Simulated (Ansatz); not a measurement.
Convergence study of the plane-wave cutoff for WSe2 (P3m1, 6 atoms in the cell)

```yaml
crystal:
  lattice:
    - [1.64820, -2.85477, 0.00000]
    - [1.64820, 2.85477, 0.00000]
    - [0.00000, 0.00000, 13.02480]
  atoms:
    - { symbol: W, position: [0.33333, 0.66667, 0.25384] }
    - { symbol: W, position: [0.66667, 0.33333, 0.75000] }
    - { symbol: Se, position: [0.33333, 0.66667, 0.87900] }
    - { symbol: Se, position: [0.66667, 0.33333, 0.37900] }
    - { symbol: Se, position: [0.66667, 0.33333, 0.12100] }
    - { symbol: Se, position: [0.33333, 0.66667, 0.62100] }
```

Level of theory: PBEsol, PAW files made with PBE (plane waves; Ansatz, a program for electronic structure).

Base settings: basis.ecutwfc = 420 eV; kpoints.mp_grid.grid = 8 8 1; hamiltonian.xc = pbesol; hamiltonian.pseudopotentials = {kind: paw} (the program's default PAW files); scf.occupations.method = fermi_dirac; scf.occupations.width = 0.05 eV.

The second cell is the first with its lattice scaled by 0.98.

The mesh stays at the base's, so the ladder's end is converged at best in this setting alone.

The first pressure column holds Ansatz's estimate of the finite-basis (Pulay) stress, which hides part of the cutoff error; the other is without it.

Only quantities that move along the ladder and can be compared are tabulated.

The count of work is k-points × plane waves × bands × iterations; it is no time. 

The starting cell has typed, rounded lattice constants, without a prior relaxation at this level. Its lattice was rescaled by up to half a per cent. One atom was moved a little off its site on purpose. Spin polarisation is off. In the base run, forces exceed 1 eV/Å.

```csv
basis.ecutwfc,free energy less the last step's (meV/atom),energy of the compressed cell less the first (meV/atom),pressure (GPa),pressure without the Pulay estimate (GPa),largest difference of a force vector from the last step's (eV/Å),count of work / last
145 eV,18503.65,-148.09,-6.86,-459.87,1.121,0.056
170 eV,8399.22,-110.48,-0.47,-244.07,0.120,0.071
190 eV,4264.49,11.81,-3.23,-148.74,0.103,0.076
210 eV,2098.62,34.72,-3.21,-89.61,0.078,0.085
230 eV,959.21,14.05,-2.64,-50.49,0.136,0.096
250 eV,403.91,9.32,-2.49,-26.29,0.046,0.12
295 eV,45.14,16.93,-2.01,-5.66,0.012,0.16
335 eV,6.09,17.69,-2.07,-2.51,0.006,0.19
380 eV,1.90,17.35,-2.10,-2.16,0.003,0.23
420 eV,1.01,17.24,-2.12,-2.15,0.001,0.27
460 eV,0.51,17.18,-2.12,-2.14,0.001,0.31
505 eV,0.28,17.16,-2.13,-2.13,0.000,0.35
565 eV,0.18,17.16,-2.13,-2.13,0.000,0.46
630 eV,0.11,17.15,-2.13,-2.13,0.000,0.49
735 eV,0.07,17.15,-2.13,-2.13,0.000,0.62
840 eV,0.04,17.15,-2.13,-2.13,0.000,0.76
1010 eV,0.00,17.15,-2.13,-2.13,0.000,1.0
```

Coarsest basis.ecutwfc that holds the energy of the compressed cell less the first within 0.5 meV/atom of the last step, with all finer ones: 380 eV, at 0.23 of the last step's count of work; the step before is off by 0.54 meV/atom.

Coarsest basis.ecutwfc that holds the pressure without the Pulay estimate within 0.1 GPa of the last step, with all finer ones: 380 eV, at 0.23 of the last step's count of work; the step before is off by 0.38 GPa.

Coarsest basis.ecutwfc that holds the free energy within 5 meV/atom of the last step, with all finer ones: 380 eV, at 0.23 of the last step's count of work; the step before is off by 6.1 meV/atom.

The energy difference between the two cells stays within 1 meV/atom of the last step's from 295 eV on, the total only from 460 eV on: much of the error is common to both cells and cancels.

At the lowest cutoff the pressure without the Pulay estimate lies 458 GPa under the last step's, the usual sign of Pulay stress in an incomplete plane-wave basis.

Keys are those of Ansatz 0.2.
